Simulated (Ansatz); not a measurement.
A constructed model of the (111) surface of fcc Al, a layer of In in place of the third plane (bottom of the slab: a bare face, its two planes held)

The numbers are results of PBE (plane waves to 420 eV, PAW; Ansatz, a quantum-chemistry and plane-wave program), not measurements.

Set-up: 6 atoms, 11.9 Å thick at the start with caps and adatoms (thin: gaps and levels are the slab's own); mesh 15x15x1; 0.1 eV smearing; dipole correction on; 2 atoms held, the rest relaxed; symmetry of the start imposed; no spin, no spin-orbit, no U. In PBE it lies 0.02 eV a 1x1 cell over the lowest computed structure of the same composition (a layer of In in place of the second plane).

```json
{
 "work_function_of_the_top_face": "4.08 eV",
 "energy_released_by_relaxation": "0.23 eV",
 "cost": "very roughly 100 core-seconds"
}
```
